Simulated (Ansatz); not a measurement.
Take C in the diamond structure (space group Fd-3m, No. 227) as the base.

```yaml
crystal:
  lattice:
    - [0.00000, 1.77690, 1.77690]
    - [1.77690, 0.00000, 1.77690]
    - [1.77690, 1.77690, 0.00000]
  atoms:
    - { symbol: C, position: [0.00000, 0.00000, 0.00000] }
    - { symbol: C, position: [0.25000, 0.25000, 0.25000] }
```

Cartesian axes are those of the cell as printed.

Calculations: PBEsol, PAW, 420 eV (Ansatz, a program for electronic structure; without spin-orbit coupling).

Base values:

```
Item                    Value
-------------------  --------
Pressure             0.00 GPa
Band gap              4.03 eV
Smallest direct gap   5.57 eV
```

Perturbation: uniaxial strain ε_zz = +2.00 %, all other strain components held at zero; the atoms relax in the strained cell.

Question: Estimate the effect on the pressure, band gap and smallest direct gap.

Answer: The pressure (mean of the normal stresses, compression positive) goes from zero to -8.58 GPa; the band gap falls by 0.299 eV to 3.74 eV; the smallest direct gap decreases by 0.23 eV (5.57 eV → 5.34 eV).

Whether these cells are dynamically stable was not tested.
